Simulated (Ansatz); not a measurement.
We consider MgIn2O4 (model structure, started from the defect chalcopyrite type, I-4, No. 82, 7 atoms in the cell), described by PBE in Ansatz (plane waves, PAW).

Numerical settings: plane-wave cutoff 520 eV, scalar-relativistic PAW data made under PBE.

Cell (relaxed at this level):

```
CELL_PARAMETERS angstrom
     -2.41784     2.41784     4.99217
      2.41784    -2.41784     4.99217
      2.41784     2.41784    -4.99217
ATOMIC_POSITIONS crystal
  In 0.50000 0.50000 0.00000
  In 0.25000 0.75000 0.50000
  Mg 0.00000 0.00000 0.00000
  O  0.32665 0.84358 0.95007
  O  0.89351 0.37659 0.04993
  O  0.15642 0.10649 0.48308
  O  0.62341 0.67335 0.51692
```

What does this level give for the bulk modulus?


bulk modulus: 65.4 GPa

Note: the bulk modulus is −V dP/dV from two relaxed cells at ±2 % in volume; the relaxation could raise the start's symmetry but not lower it, so the cell can be a saddle point.

Spin–orbit coupling is not included.

Static lattice: no zero-point or thermal effects.

The result took very roughly 11 core-minutes.

A model structure was made by putting elements into a prototype or built by hand; it is no filed structure, need not be a known phase, and can be a saddle point held by its symmetry.

Ansatz is a quantum-chemistry and plane-wave program.
